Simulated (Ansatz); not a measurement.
La2O3 (Ia-3, No. 206, 40 atoms in the cell; start mp-2292; a measured phase of this formula has another space group)

Method: r²SCAN+rVV10 in Ansatz (PAW).

Settings: plane-wave cutoff 560 eV, 4×4×4 k mesh, Fermi–Dirac smearing 0.01 eV, scalar-relativistic PAW data made under PBE.

Cell (relaxed at this level):

```
La2O3
1.0
   -5.67228     5.67228     5.67228
    5.67228    -5.67228     5.67228
    5.67228     5.67228    -5.67228
La O
16 24
Direct
  0.72139   0.47139   0.25000
  0.27861   0.52861   0.75000
  0.77861   0.02861   0.75000
  0.22139   0.97139   0.25000
  0.25000   0.72139   0.47139
  0.75000   0.27861   0.52861
  0.75000   0.77861   0.02861
  0.25000   0.22139   0.97139
  0.47139   0.25000   0.72139
  0.52861   0.75000   0.27861
  0.02861   0.75000   0.77861
  0.97139   0.25000   0.22139
  0.50000   0.00000   0.00000
  0.50000   0.50000   0.50000
  0.00000   0.00000   0.50000
  0.00000   0.50000   0.00000
  0.48889   0.75857   0.02640
  0.51111   0.24143   0.97360
  0.23217   0.46249   0.47360
  0.76783   0.53751   0.52640
  0.01111   0.03751   0.26968
  0.98889   0.96249   0.73032
  0.26783   0.74143   0.23032
  0.73217   0.25857   0.76968
  0.02640   0.48889   0.75857
  0.97360   0.51111   0.24143
  0.47360   0.23217   0.46249
  0.52640   0.76783   0.53751
  0.26968   0.01111   0.03751
  0.73032   0.98889   0.96249
  0.23032   0.26783   0.74143
  0.76968   0.73217   0.25857
  0.75857   0.02640   0.48889
  0.24143   0.97360   0.51111
  0.46249   0.47360   0.23217
  0.53751   0.52640   0.76783
  0.03751   0.26968   0.01111
  0.96249   0.73032   0.98889
  0.74143   0.23032   0.26783
  0.25857   0.76968   0.73217
```

```json
{
 "band_gap": "3.78 eV (on the SCF k mesh)"
}
```

Note: the relaxation could not lower the start's symmetry, so the cell can be a saddle point above a distorted one.

Spin–orbit coupling is not included.

Computed values are for the static lattice.

Computing time: about 19 core-minutes (a rough figure).

A start named mp-… is a Materials Project structure, which need not be a measured phase.

Ansatz is a program for electronic structure.
